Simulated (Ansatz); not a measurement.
The parent structure is Ir in the fcc (Cu type) structure (space group Fm-3m, No. 225; relaxed with 0.1 eV smearing).

```
CELL_PARAMETERS angstrom
      0.00000     1.91545     1.91545
      1.91545     0.00000     1.91545
      1.91545     1.91545     0.00000
ATOMIC_POSITIONS crystal
  Ir 0.00000 0.00000 0.00000
```

Cartesian axes are those of the cell as printed.

All numbers come from Ansatz (a program for electronic structure) PBEsol, without spin-orbit coupling, earlier PAW set.

Now apply this change: a pure shear with ε_xz = ε_zx = 0.0053, atoms relaxed at fixed cell.

Question: What does the calculation give for the stress and energy relative to the base after the change?

Answer: The stress (xx, yy, zz, yz, xz, xy; compression positive) amounts to (0.1, 0.0, 0.1, 0.0, -3.0, 0.0) GPa; the energy rises by 1.4 meV/atom.

The cells carry an imposed strain or load. Stability against distortions was not tested. All final runs are without spin polarisation.
